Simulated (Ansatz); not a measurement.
YFe₂ (Fd-3m, No. 227; cell taken from a computed entry), treated with LDA in Ansatz (PAW).

Run with plane-wave cutoff 500 eV, 14×14×14 k mesh, Fermi–Dirac smearing 0.1 eV, spin-polarised start, scalar-relativistic PAW data made under PBE.

Computed at the level's own relaxed cell.

### Question
What does this level give for the equilibrium volume per atom?

### Answer

equilibrium volume per atom: 14.40 Å³/atom

The run finds no gap.

Note: the magnetic order was assumed, not searched for or taken from measurement; the relaxation could not lower the start's symmetry, so the cell can be a saddle point above a distorted one.

Computed values are for the static lattice.

It cost around 5 core-minutes (rough) of CPU time.

Ansatz is a first-principles code.
